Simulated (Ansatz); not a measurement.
Consider SrTiO3 in the cubic perovskite structure (space group Pm-3m, No. 221).

```yaml
crystal:
  lattice:
    - [3.90701, 0.00000, 0.00000]
    - [0.00000, 3.90701, 0.00000]
    - [0.00000, 0.00000, 3.90701]
  atoms:
    - { symbol: Sr, position: [0.00000, 0.00000, 0.00000] }
    - { symbol: Ti, position: [0.50000, 0.50000, 0.50000] }
    - { symbol: O, position: [0.00000, 0.50000, 0.50000] }
    - { symbol: O, position: [0.50000, 0.50000, 0.00000] }
    - { symbol: O, position: [0.50000, 0.00000, 0.50000] }
```

Cartesian axes are those of the cell as printed.

Level of theory: Kohn–Sham DFT with the r2SCAN functional, run in Ansatz (a first-principles code) with PAW and 500 eV plane waves, no SOC.

For the base:

The band gap is 2.26 eV. The shortest interatomic distance is 1.954 Å and the smallest direct gap is 2.63 eV.

Perturbation: tensor shear ε_yz = +0.29 % (engineering shear γ = 0.0058), atoms relaxed at fixed cell.

Q: Predict the new stress, band gap, shortest interatomic distance and smallest direct gap.

A: The stress (xx, yy, zz, yz, xz, xy; compression positive) is (-0.01, -0.01, -0.01, -0.71, 0.00, 0.00) GPa; the band gap falls by 0.01 eV, from 2.26 eV to 2.25 eV; the shortest interatomic distance is still 1.954 Å; the smallest direct gap decreases by 0.03 eV, from 2.63 eV to 2.60 eV.

The cells carry an imposed strain or load. Whether these cells are dynamically stable was not tested. The final runs are not spin-polarised. Many cubic perovskites are stable only at high temperature; tilts and polar distortions were not tested.
